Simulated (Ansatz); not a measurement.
# Pressure series in hypothetical P6_3/mmc PbI2

The reference is PbI₂ in the 2H-MoS2 type structure (space group P6_3/mmc, No. 194; a = 4.2732 Å, c = 14.3620 Å; a hypothetical phase, not in the database extracts checked).

Cell and atoms are relaxed at each pressure.

The values are results of Ansatz (a first-principles code), PBEsol-D3(BJ), PAW, cutoff 420 eV, scalar-relativistic without spin-orbit coupling, earlier PAW set, not measurements.

| pressure (GPa) | volume per atom (Å³/atom) |
|---|---|
| 0 | 37.853 |
| 0.3 | 37.266 |
| 0.7 | 36.586 |
| 1.5 | 35.420 |
| 3 | 33.677 |
| 5 | ? |
| 7.5 | 29.916 |
| 10 | 28.358 |

Problem. Fit the third-order Birch–Murnaghan form P(V) = (3B₀/2)[(V₀/V)^(7/3) − (V₀/V)^(5/3)]·[1 + (3/4)(B₀′ − 4)((V₀/V)^(2/3) − 1)] (squares taken in P) to the rows shown and predict the withheld row.

Solution. Least squares on the printed values gives V₀ = 37.774 Å³/atom, B₀ = 21.4 GPa, B₀′ = 3.5; this predicts 31.769 Å³/atom, and the run gives 31.828 Å³/atom, 0.059 higher.

A case with no gap was solved on a k-mesh chosen for an insulator, which is coarse for it. Load acts through the strain it causes; cell and atoms are relaxed under it. Stability against distortions was not tested. No other phases were tried under pressure. The final runs are not spin-polarised.
